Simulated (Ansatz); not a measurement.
Consider PtSe₂ in the CdI2 type structure (space group P-3m1, No. 164; layered).

```yaml
crystal:
  lattice:
    - [3.77238, 0.00000, 0.00000]
    - [-1.88619, 3.26698, 0.00000]
    - [0.00000, 0.00000, 4.81834]
  atoms:
    - { symbol: Pt, position: [0.00000, 0.00000, 0.00000] }
    - { symbol: Se, position: [0.66667, 0.33333, 0.26556] }
    - { symbol: Se, position: [0.33333, 0.66667, 0.73444] }
```

Method: PBE-D3(BJ) in Ansatz (plane waves to 420 eV, PAW, scalar-relativistic without spin-orbit coupling).

For the base:

```
Quantity               Value
-------------------  -------
Lattice parameter a  3.772 Å
```

The change: a negative pressure, −1 GPa.

**Question.** Estimate the effect on the lattice parameter a.

**Answer.** The lattice parameter a increases by 0.006 Å, from 3.772 Å to 3.778 Å.

Load acts through the strain it causes; cell and atoms are relaxed under it. Whether these cells are dynamically stable was not tested. The final runs are not spin-polarised.

Ansatz is an electronic-structure program.
